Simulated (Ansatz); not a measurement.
Consider WSi2 (space group I4/mmm, No. 139; a = 3.229 Å, c = 7.870 Å; relaxed with 0.1 eV smearing).

All numbers come from PBE (Ansatz, an electronic-structure program), no spin-orbit coupling, earlier PAW set.

Before the change:

| Property | Value |
|---|---|
| Pressure | 0.0 GPa |

Perturbation: the cell is scaled by 1.0434 in all directions; the atoms relax in the strained cell.

**Question.** How does this affect the largest internal atomic displacement?

**Answer.** The largest internal atomic displacement comes out as 0.022 Å.

**Question.** Predict the new pressure.

**Answer.** The pressure (mean of the normal stresses, compression positive) goes from zero to -20.7 GPa.

Whether these cells are dynamically stable was not tested. The final runs are not spin-polarised.
